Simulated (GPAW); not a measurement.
# Energy against c/a at fixed volume: hcp Ru (space group 194) (GPAW, PBE)

```yaml
crystal:
  lattice:
    - [2.75594, 0.00000, 0.00000]
    - [-1.37797, 2.38672, 0.00000]
    - [0.00000, 0.00000, 4.17845]
  atoms:
    - { symbol: Ru, position: [0.66667, 0.33333, 0.75000] }
    - { symbol: Ru, position: [0.33333, 0.66667, 0.25000] }
```

Computed with PBE, GPAW PAW datasets PBE (gpaw-data 1.0.1) (plane waves; GPAW 25.7.0). Settings: mode = pw; ecut = 585 eV; xc = PBE; kpts = 28 28 16; mesh shift (steps) = 0 0 0; occupations.name = fermi-dirac; occupations.width = 0.05 eV; nbands = -10; convergence.density = 1e-06 e/electron; convergence.energy = 1e-06 eV/electron; symmetry.symmorphic = false; symmetry.tolerance = 0.0005; maxiter = 120. The cell above is the first row's. The rows change c/a at fixed volume. In all rows fractional positions and the k mesh are held. E is the free energy at the stated smearing, counted from the lowest row.

```
c/a     E (meV/atom)
------  ------------
1.5162             ?
1.5320         10.98
1.5477          4.69
1.5635          1.04
1.5793          0.00
1.5951          1.50
1.6109          5.56
1.6267         12.05
1.6425         20.94
```

Taking a cubic for E over the 8 complete rows: With u = c/a - 1.59, the rows have u = -0.05800, -0.04230, -0.02650, -0.01070, 0.00510, 0.02090, 0.03670, 0.05250. Least squares gives E = 0.748 + 125.03·u + 5064.8·u² - 2279·u³. Residuals (row less fit): 0.001, -0.004, 0.006, 0.007, -0.017, 0.007, 0.004, -0.002; standard error 0.011 (degrees of freedom: 4). The fitted curve has its minimum at c/a = 1.58, where E = -0.02. To one more digit the minimum is at c/a = 1.578; the ideal close-packed ratio is 1.633.

Question: What does the fit predict for E at c/a = 1.5162, and how far is the calculated value from it?

Answer: u = -0.07380, so E = 0.748 + 125.03 × (-0.07380) + 5064.8 × (-0.07380)² - 2279 × (-0.07380)³ = 20.022 meV/atom. The calculation gives 19.96 meV/atom, 0.062 meV/atom below the prediction (0.3 % of the range of E in the table). The row lies outside the fitted rows, so this is an extrapolation. From the scatter of the fitted rows alone, a prediction at this place has a standard error of 0.029 meV/atom, so the miss is 2.1 times that.

Carrying the step between the two nearest rows on in a straight line would have given 17.31, off by 2.65; series whose last step already gives the withheld value aren't shown. The reference cell has the volume at which an earlier scan in this program and functional put its minimum by a fit; axis ratios and inner coordinates come from a measured-size cell. The runs keep the symmetry of the cell, so they don't test it for distortions. The best c/a moves a little with volume. Spin polarisation is off. In metals such curves are sensitive to mesh and smearing. Cutoffs and mesh are single choices, not tested for convergence of this quantity. Series with a scatter that would blur these digits, or in which a gap closes, are not shown. Strain series were run only where this level's volume lies within 10 % of a first guess from the measured size.
